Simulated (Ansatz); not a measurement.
Structures of equal composition on the (111) surface of fcc Rh: p(2x2), one Rh adatom; one added row of Rh in 4. The slabs share one bottom face, and each structure is named by its start. These are constructed structures in small cells; real faces may alloy, dewet or reconstruct in larger ones, and not all known structures of the face are among them. Slabs of about 11 Å, Fermi-Dirac smearing of 0.1 eV. Bottom of the slabs: a bare face, its two planes held. Relaxed from the named starts with such symmetry as they have, on meshes of like density; energies extrapolated to zero smearing; spin only where a row says so; no spin-orbit coupling, no U. Brackets mark spin-polarised runs, whose order is one that fits the cell. The cells differ, so small differences also carry the error of unlike k-meshes.

Level of theory: PBE (plane waves to 420 eV, PAW; Ansatz, a program for electronic structure).

**Question.** Rank these by energy per 1x1 cell (lowest first), as PBE gives it.

**Answer.** one added row of Rh in 4 (0.00 eV), p(2x2), one Rh adatom (0.18 eV)
